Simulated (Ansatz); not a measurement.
Worked example: self-consistent single point of F2 (P1, 4 atoms in the cell) in Ansatz (a first-principles code).

Method: PBEsol, default PAW files made with PBE (plane waves; Ansatz).

```yaml
crystal:
  lattice:
    - [2.56910, -1.59194, 0.00000]
    - [2.56910, 1.59194, 0.00000]
    - [-0.56492, 0.00000, 6.63070]
  atoms:
    - { symbol: F, position: [0.59666, 0.91616, 0.60550] }
    - { symbol: F, position: [0.40417, 0.08467, 0.40204] }
    - { symbol: F, position: [0.08467, 0.40417, 0.90204] }
    - { symbol: F, position: [0.91533, 0.59583, 0.09796] }
```

Reference input (self-consistent single point, DFT, PBEsol, plane waves, default PAW files made with PBE): basis.ecutwfc = 30.9 Ry; kpoints.mp_grid.grid = 8 8 3; hamiltonian.xc = pbesol; hamiltonian.pseudopotentials = {kind: paw} (the program's default PAW files); scf.occupations.method = fermi_dirac; scf.occupations.width = 0.0007 Ry. This run's input differs from it in these lines:

Ansatz 0.2 input:
```diff
@@ -11,3 +11,3 @@
 basis:
-  ecutwfc: 30.9 Ry
+  ecutwfc: 21.7 Ry
 kpoints:
```

Output (repeated stretches shortened):

```
SCF iter   1: F=—  HF=-3187.469021 eV  |F-HF|=—  |Δ(HF+E_count)|=         —  Δρ=4.46e-2  dr2=2.82e-1  ethr=1.77e-3  ⟨swp⟩=4.9  Hψ=7859  notcnv=0
all-band conjugate gradients solve this SCF's bands
preconditioner: auto → none
SCF iter   2: F=—  HF=-3187.364222 eV  |F-HF|=—  |Δ(HF+E_count)|=   1.05e-1  Δρ=1.14e-2  dr2=1.59e-2  ethr=1.01e-3  ⟨swp⟩=2.3  Hψ=4095  notcnv=0
   [... lines left out ...]
SCF iter   6: F=—  HF=-3187.369956 eV  |F-HF|=—  |Δ(HF+E_count)|=   2.25e-5  Δρ=1.31e-4  dr2=4.27e-6  ethr=1.21e-7  ⟨swp⟩=2.4  Hψ=3085  notcnv=0
SCF iter   7: F=—  HF=-3187.369957 eV  |F-HF|=—  |Δ(HF+E_count)|=   6.51e-7  Δρ=7.82e-5  dr2=1.61e-6  ethr=1.52e-8  ⟨swp⟩=2.6  Hψ=2821  notcnv=0
SCF iter   8: F=—  HF=-3187.369957 eV  |F-HF|=—  |Δ(HF+E_count)|=   2.27e-7  Δρ=3.14e-5  dr2=2.88e-7  ethr=5.77e-9  ⟨swp⟩=2.1  Hψ=2833  notcnv=0
SCF iter   9: F=-3187.369957 eV  HF=-3187.369957 eV  |F-HF|=1.44e-9  |Δ(HF+E_count)|=   5.01e-8  Δρ=8.94e-6  dr2=2.52e-8  ethr=3.57e-10  ⟨swp⟩=3.3  Hψ=4929  notcnv=0
SCF 1 converged in 9 iterations: F = -3187.369957 eV  dr2 = 2.52e-8
Free energy (F): -3187.369957 eV
Internal energy: -3187.369957 eV  (E = F + TS)
E sigma→0 (E₀):  -3187.369957 eV
Fermi energy:    -1.480879 eV
--- Forces (eV/Å), atoms counted from 1 ---
  atom   1  F      0.05802904     0.65284660    -1.49134533
  atom   2  F     -0.06502918    -0.65440610     1.49094574
  atom   3  F     -0.01041520     0.15410939     0.21203910
  atom   4  F      0.01742184    -0.15257786    -0.21162946
--- Stress (GPa, compression-positive) ---
        2.177457      -0.101104       0.619415
       -0.101105       0.543413       2.212205
        0.619413       2.212202      -6.194472
  P = ⅓ Tr σ = -1.1579 GPa (-11.579 kbar)
  The stress holds the Pulay correction. Without it, at fixed plane waves, as pw.x and ABINIT print it: P = -58.4168 GPa
```

The run converged in 9 iterations. Against the reference run the free energy goes up by 788 meV/atom, the pressure goes from -2.32 to -1.16 GPa, the largest force goes from 1.774 to 1.630 eV/Å and the gap on the mesh goes from 2.260 to 2.242 eV.

The starting cell comes from a database of computed structures (which also holds hypothetical and non-ambient phases and stackings), without a prior relaxation at this level. Its lattice was rescaled by up to half a per cent. One atom was moved a little off its site on purpose. Forces in this geometry exceed 1 eV/Å. Ansatz's pressure includes its estimate of the finite-basis (Pulay) stress. Without the estimate this run gives -58.42 GPa. The cutoff lies below the one recommended for these files.
